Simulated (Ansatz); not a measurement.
# Effect of K → Ca on KBr

Base system: KBr in the rock salt structure (space group Fm-3m, No. 225; a = 6.609 Å).

One thing is altered: full substitution K → Ca, then cell and atoms are relaxed.

Method: r2SCAN/PAW in Ansatz (a quantum-chemistry and plane-wave program), scalar-relativistic without spin-orbit coupling. Γ-centred 13×13×13 mesh, Fermi–Dirac width 0.05 eV, for the changed cell.

* **Volume per atom**: 27.02 Å³ (base 36.08 Å³)
* **Density**: 3.69 g/cm³ (base 2.74 g/cm³)
* **Lattice parameter a**: 6.001 Å (base 6.609 Å)
* **Space group**: Fm-3m (No. 225) (base Fm-3m (No. 225))
* **Shortest interatomic distance**: 3.001 Å (base 3.304 Å)
* **Band gap**: zero (base 5.07 eV)

Final structure:

```
CELL_PARAMETERS angstrom
      0.00000     3.00070     3.00070
      3.00070     0.00000     3.00070
      3.00070     3.00070     0.00000
ATOMIC_POSITIONS crystal
  Ca 0.00000 0.00000 0.00000
  Br 0.50000 0.50000 0.50000
```

No phonon test of stability was made. As relaxed here, CaBr is a hypothetical phase, not in the database extracts checked. The final runs are not spin-polarised. An odd electron count without spin: CaBr.
